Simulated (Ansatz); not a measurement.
Consider NaCl in the rock salt structure (space group Fm-3m, No. 225; a = 5.601 Å).

Calculations: PBEsol in Ansatz (plane waves to 420 eV, PAW, no spin-orbit coupling).

Strains are applied to the cell and any free atomic positions relax.

One change was made to it. Results:

| quantity | base | after |
|---|---|---|
| hole mass (degenerate bands, along [100]) | 0.60, 2.7, 2.7 mₑ (at Γ) | 0.63, 2.9, 2.9 mₑ (at Γ) |
| band gap | 5.01 eV | 4.80 eV |
| electron mass | 0.39 mₑ (at Γ) | 0.40 mₑ (at Γ) |

Which of these changes matches the shifts?
(A) isotropic strain +3.00 %
(B) isotropic strain −1.00 %
(C) isotropic strain +0.50 %
(D) isotropic strain −2.50 %
(E) isotropic strain +2.00 %

E, isotropic strain +2.00 %. For comparison, the band gap in the other runs: isotropic strain +0.50 % gives 4.96 eV; isotropic strain −2.50 % gives 5.31 eV; isotropic strain −1.00 % gives 5.13 eV; isotropic strain +3.00 % gives 4.70 eV.

Effective masses come from finite differences of ±0.01 Å⁻¹. Whether these cells are dynamically stable was not tested.

Ansatz is a quantum-chemistry and plane-wave program.
